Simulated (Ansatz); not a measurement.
Start from GaCuSe₂ in the chalcopyrite structure (space group I-42d, No. 122; a = 5.608 Å, c = 11.098 Å). Axes: x, y, z lie along a, b, c of the conventional cell.

Calculations: Ansatz (a first-principles code), r2SCAN, PAW, cutoff 500 eV, no spin-orbit coupling.

Before the change:

```
Quantity                               Value
---------------------  ---------------------
Band gap                             0.57 eV
Valence-band top at Γ  0.00, -0.11, -0.11 eV
```

Now apply this change: compressive biaxial strain of 0.62 % in the plane normal to [001], as in epitaxy on a mismatched substrate; the out-of-plane cell vector and the atoms relax.

Task: What does the calculation give for the band gap after the change?

Result: The band gap increases by 0.029 eV (0.57 eV → 0.59 eV).

Task: Predict the new valence-band top at Γ.

Result: The valence-band top at Γ (three highest levels, from the VBM) goes from 0.00, -0.11, -0.11 eV to 0.00, -0.07, -0.07 eV.

Task: How does this affect the in-plane stress?

Result: The mean in-plane stress (compression positive) amounts to +0.5 GPa.

Stability against distortions was not tested. The final runs are not spin-polarised.
